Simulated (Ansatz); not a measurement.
Levels about the gap of amorphous hafnium silicate (Hf₁₄O₃₅Si₄) (53 atoms in a cell of 708 Å³, 7.44 g/cm³; zone centre alone, so wide bands show as single levels with stretches between that a denser mesh fills), at the geometry that PBE relaxed, where it gives 1.2 GPa on a denser mesh. Exact exchange is cut at the faces of this small cell, which leaves a finite-size error. The participation number counts the atoms over which a state spreads; weights are charges in smoothed Voronoi cells. The levels come from a single point, so bond lengths are those of that geometry. Method of the levels: HSE06, scalar-relativistic without spin-orbit coupling (Ansatz, a program for electronic structure). Sampling: the zone centre alone; Fermi-Dirac width 0.01 eV; collinear spin, started from moments on atoms (the moments died out). The usual formal charges leave 2 electrons over, so the level spacing at the Fermi energy parts defect or band states and needn't be the band gap. With spare charge at the zone centre alone, a hybrid can open a spacing that a denser mesh would close.

Preparation: random packing, a CHGNet melt and quench, and a DFT relaxation. O atoms were pushed apart under 1.9 Å during the dynamics, to hinder bonds among them. The hot cell started wider than the set density and was brought back towards it in steps. It is the lowest in DFT energy of 4 quenches. It is a model cell: composition and starting density were chosen by hand, and all elements were melted together. No dispersion term was used. Its density started from a set value of 7.44 and ended at 7.44 g/cm³. Cooling (nominally 300 K/ps over its main leg) ran many orders faster than in experiment, which tends to leave more defects and strain. Values belong to this one cell and scatter from quench to quench. The volume was held where the preparation left it, at a PBE pressure of 1.2 GPa. Stress components on the final sampling reach 2.7 GPa. On a 2×2×2 Γ-centred mesh force components of up to 0.43 eV/Å stay, since the relaxation ran on the zone centre alone.

| E - E(highest filled), eV | filling | spin | participation number | largest on | weight O | weight Hf | weight Si |
|---|---|---|---|---|---|---|---|
| -4.51 | filled | dn | 11.2 | O, 2 neighbours | 0.95 | 0.04 | 0.01 |
| -4.47 | filled | up | 16.0 | O, 3 neighbours | 0.96 | 0.03 | 0.01 |
| -4.47 | filled | dn | 16.0 | O, 3 neighbours | 0.96 | 0.03 | 0.01 |
| -4.38 | filled | up | 11.1 | O, 3 neighbours | 0.96 | 0.04 | 0.01 |
| -4.38 | filled | dn | 11.1 | O, 3 neighbours | 0.96 | 0.04 | 0.01 |
| 0.00 | filled | up | 10.2 | Hf, 6 neighbours | 0.44 | 0.55 | 0.01 |
| 0.00 | filled | dn | 10.2 | Hf, 6 neighbours | 0.45 | 0.55 | 0.01 |
| 1.56 | empty | up | 15.5 | Hf, 7 neighbours | 0.37 | 0.63 | 0.01 |
| 1.56 | empty | dn | 15.5 | Hf, 7 neighbours | 0.37 | 0.63 | 0.01 |
| 1.61 | empty | dn | 18.2 | Hf, 7 neighbours | 0.37 | 0.63 | 0.00 |
| 1.61 | empty | up | 18.2 | Hf, 7 neighbours | 0.37 | 0.63 | 0.00 |
| 1.64 | empty | dn | 20.8 | Hf, 7 neighbours | 0.39 | 0.60 | 0.01 |
| 1.64 | empty | up | 20.8 | Hf, 7 neighbours | 0.39 | 0.60 | 0.01 |
| 1.76 | empty | up | 33.8 | Hf, 6 neighbours | 0.51 | 0.46 | 0.03 |

Most localised among these is the filled level at -0.00 eV, on a Hf atom, which has 6 neighbours (O 1.93 Å, O 2.06 Å, O 2.06 Å, O 2.09 Å, O 2.41 Å, Hf 3.19 Å).
